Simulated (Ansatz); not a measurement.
**Cs2PtH6, pressure series**

The reference is Cs$_{2}$PtH$_{6}$ (space group Fm-3m, No. 225; a = 8.9772 Å; a cell from a computed database, its experimental status unchecked).

Cell and atoms are relaxed at each pressure.

Calculations: Ansatz (an electronic-structure program), r2SCAN, PAW, cutoff 500 eV, without spin-orbit coupling, earlier PAW set.

For the base:

```
Quantity                         Value
-----------------------------  -------
Width of the top valence band  0.49 eV
```

### Question
The aim is a width of the top valence band between 2.04 eV and 2.25 eV. Which of these changes reaches it?
A) pressure 18 GPa
B) pressure 4.2 GPa
C) pressure −2 GPa
D) pressure 45 GPa

### Answer
D, pressure 45 GPa. It gives 2.16 eV; pressure 4.2 GPa gives 0.92 eV; pressure 18 GPa gives 1.54 eV; pressure −2 GPa gives 0.18 eV. Changes not listed may reach it too

With Pt present, leaving out spin-orbit coupling can change the band edges. The levels and masses belong to the bands next to the band gap. Load acts through the strain it causes; cell and atoms are relaxed under it. No phonon test of stability was made. No other phases were tried under pressure.
